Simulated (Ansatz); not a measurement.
Take MoSi2 (space group I4/mmm, No. 139; a = 3.1901 Å, c = 7.8220 Å; relaxed with 0.1 eV smearing) as the base. Axes: x, y, z lie along a, b, c of the conventional cell.

Level of theory: PBEsol in Ansatz (plane waves to 420 eV, PAW, without spin-orbit coupling).

It is then changed as follows: an isotropic linear strain of −2.00 %, atoms relaxed at fixed cell.

Task: Predict the stress tensor and what it implies for the stiffness.

Result: Stress of the strained cell less that of the base (GPa, compression positive):
```
   14.6     0.0     0.0
    0.0    14.6     0.0
    0.0     0.0    16.6
```

Then B = −ΔP/(ΔV/V₀) with ΔV/V₀ = -0.0588 gives secant stiffness values (nonlinear terms included at this strain): B (at held cell shape, above the free-shape value) ≈ 259 GPa.

As a check, the harmonic strain energy −½ V₀ Δσ:ε is 38 meV/atom; the computed energy rise is 35 meV/atom.

Stability against distortions was not tested. The final runs are not spin-polarised.

Ansatz is an electronic-structure program.
